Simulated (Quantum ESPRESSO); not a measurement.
A self-consistent single point of Sn2P2O7 (P-1, 22 atoms in the cell) with Quantum ESPRESSO.

Computed with PBEsol, GBRV 1.5 ultrasoft (PBESOL) pseudopotentials (plane waves; Quantum ESPRESSO).

```
Sn2P2O7
1.0
    7.26718     0.00000     0.00000
    3.41186     6.59603     0.00000
    1.19194     0.59770     7.31006
Sn P O
4 4 14
Direct
  0.09280   0.23999   0.17172
  0.90720   0.76001   0.82828
  0.29746   0.62019   0.32761
  0.70254   0.37981   0.67239
  0.21741   0.25176   0.66417
  0.78259   0.74824   0.33583
  0.64453   0.17439   0.14507
  0.35547   0.82561   0.85493
  0.08857   0.22870   0.52703
  0.91143   0.77130   0.47297
  0.06140   0.36353   0.83251
  0.93860   0.63647   0.16749
  0.38434   0.02431   0.74437
  0.61566   0.97569   0.25563
  0.41458   0.34647   0.14153
  0.58542   0.65353   0.85847
  0.35918   0.35447   0.57699
  0.64082   0.64553   0.42301
  0.24909   0.88867   0.05100
  0.75091   0.11133   0.94900
  0.22653   0.76930   0.74428
  0.77347   0.23070   0.25572
```

Reference input (self-consistent single point, DFT, PBEsol, plane waves, GBRV 1.5 ultrasoft (PBESOL) pseudopotentials): ecutwfc = 40 Ry; ecutrho = 200 Ry; occupations = smearing; smearing = fd; degauss = 0.000734986 Ry; potentials = {Sn: sn_pbesol_v1.4.uspp.F.UPF, P: p_pbesol_v1.5.uspp.F.UPF, O: o_pbesol_v1.2.uspp.F.UPF}; K_POINTS = automatic 3 3 2 0 0 0; conv_thr = 1e-09 Ry; mixing_beta = 0.4. This run's input differs from it in these lines:

```diff
@@ -13,4 +13,4 @@
  ntyp = 3,
- ecutwfc = 40,
- ecutrho = 200,
+ ecutwfc = 60,
+ ecutrho = 300,
  occupations = 'smearing',
```

The program printed (abridged):

```
     Self-consistent Calculation

     iteration #  1     ecut=    60.00 Ry     beta= 0.40

     total energy              =   -1148.81291724 Ry
     estimated scf accuracy    <       3.82133731 Ry

     iteration #  2     ecut=    60.00 Ry     beta= 0.40

     total energy              =   -1149.75141933 Ry
     estimated scf accuracy    <       0.37776207 Ry

     iteration #  3     ecut=    60.00 Ry     beta= 0.40

     total energy              =   -1149.77575316 Ry
     estimated scf accuracy    <       0.06725558 Ry

   [... 9 blocks of this kind left out ...]

     iteration # 13     ecut=    60.00 Ry     beta= 0.40

     total energy              =   -1149.78528558 Ry
     estimated scf accuracy    <          9.5E-09 Ry

     iteration # 14     ecut=    60.00 Ry     beta= 0.40
     End of self-consistent calculation

     the Fermi energy is     5.3635 ev

!    total energy              =   -1149.78528558 Ry
     estimated scf accuracy    <          2.4E-10 Ry
     smearing contrib. (-TS)   =       0.00000000 Ry
     internal energy E=F+TS    =   -1149.78528558 Ry

     convergence has been achieved in  14 iterations

     Forces acting on atoms (cartesian axes, Ry/au):

     atom    1 type  1   force =    -0.00937724    0.00280307   -0.00425397
     atom    2 type  1   force =     0.00937724   -0.00280307    0.00425397
     atom    3 type  1   force =    -0.00868748   -0.01201750   -0.00004057
     atom    4 type  1   force =     0.00868748    0.01201750    0.00004057
     atom    5 type  2   force =    -0.00771678    0.01050380   -0.00468921
   [... lines left out ...]

     Total force =     0.148611     Total SCF correction =     0.000051

          total   stress  (Ry/bohr**3)                   (kbar)     P=      -85.95
  -0.00060414  -0.00000286   0.00000225          -88.87       -0.42        0.33
  -0.00000286  -0.00056105  -0.00003602           -0.42      -82.53       -5.30
   0.00000225  -0.00003602  -0.00058769            0.33       -5.30      -86.45

   JOB DONE.
```

The run converged in 14 iterations. Against the reference run the free energy drops by 33.1 meV/atom, the pressure hardly changes (-8.52 to -8.60 GPa), the largest force hardly changes (1.096 to 1.104 eV/Å) and the gap on the mesh moves little (2.936 to 2.937 eV).

The starting cell comes from a database of computed structures (which also holds hypothetical and non-ambient phases and stackings), without a prior relaxation at this level. Its lattice was rescaled by a random factor within 2.5 % of one. Forces in this geometry exceed 1 eV/Å.

Cost on one core of a shared machine: roughly 10 min.
